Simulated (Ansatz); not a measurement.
System: F vacancy in rock-salt LiF (charge state +1). The step: one F atom jumps into the vacancy from a nearby F site; the atom moves 2.72 Å along (0.00, 0.47, 0.47) of the unit cell; the moving atom starts with neighbours 2 Li at 2.00, 2 Li at 2.03, 2 Li at 2.09 Å and ends with 2 Li at 2.00, 2 Li at 2.03, 2 Li at 2.09 Å. DFT values are from Ansatz (plane-wave PAW, 420 eV unless said) in a cell of 64 host sites, spin-restricted, static, with no finite-size correction. The charge state is imposed; whether it is stable for some Fermi level was not computed. Forms of the defect that were not tried may lie lower. For the PBE band: the saddle point's order was not checked, and it lies on a symmetry element of the cell, where a band can be held.

```csv
Level,Forward barrier (eV),Cost of the band or of the saddle's single point
"CHGNet universal potential (has no charge state), its own band",0.62,-
"PBE, the Γ point alone, band relaxed",0.71,about 2.5 core-minutes (a rough figure)
"PBE, a 2×2×2 k-point mesh shifted by half a step, same geometries",0.72,very roughly 40 core-seconds
"r2SCAN at 500 eV, the Γ point alone, same geometries",[?],about 28 core-seconds (a rough figure)
```

Q: What belongs in the gaps?

A: 
- r2SCAN at 500 eV, the Γ point alone, same geometries, Forward barrier (eV): 0.73

Ansatz is a first-principles code.
